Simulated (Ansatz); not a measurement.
C (I4_1/amd): band-edge transport data

Input:

```yaml
crystal:
  lattice:
    - [0.00000, 1.85531, 1.75711]
    - [1.85531, 0.00000, 1.75711]
    - [1.85531, 1.85531, 0.00000]
  atoms:
    - { symbol: C, position: [0.00000, 0.00000, 0.00000] }
    - { symbol: C, position: [0.25000, 0.25000, 0.25000] }
```

Method: r2SCAN, rigid bands (plane waves, PAW, scalar-relativistic; Ansatz, a quantum-chemistry and plane-wave program). Condition of this run: biaxial stress in (001) of -44 GPa (compression positive) (the target of the relaxation). Geometry: cell and atoms relaxed with PBEsol, then loaded as said.

```
Property                                                                                                                                                          Result
---------------------------------------------------------------------------------------------------------------------------------------  -------------------------------
band gap                                                                                                                                                         2.83 eV
electron conductivity mass (300 K, dilute)                                                                                               0.28 (x), 0.28 (y), 1.39 (z) mₑ
hole conductivity mass (300 K, dilute)                                                                                                   0.28 (x), 0.28 (y), 0.54 (z) mₑ
effective density of states N_c (300 K)                                                                                                                      1.6e19 cm⁻³
effective density of states N_v (300 K)                                                                                                                      4.8e18 cm⁻³
density-of-states mass, electrons                                                                                                                                0.75 mₑ
density-of-states mass, holes                                                                                                                                    0.33 mₑ
Seebeck coefficient, n-type 1e19 cm⁻³, 300 K                                                                                                                   -262 μV/K
best n-type power factor at 300 K for τ = 10 fs (best axis; densities from 1e16 to 1e21 cm⁻³ tried, whether or not they can be reached)      9.3 μW/(cm·K²) at 1e20 cm⁻³
Seebeck coefficient, p-type 1e19 cm⁻³, 300 K                                                                                                                    167 μV/K
```

Rigid bands; masses and Seebeck coefficients take one relaxation time τ for all states and one kind of carrier; polarons and phonon drag are left out. Spin-orbit coupling is left out. Geometry: cell and atoms relaxed with PBEsol.
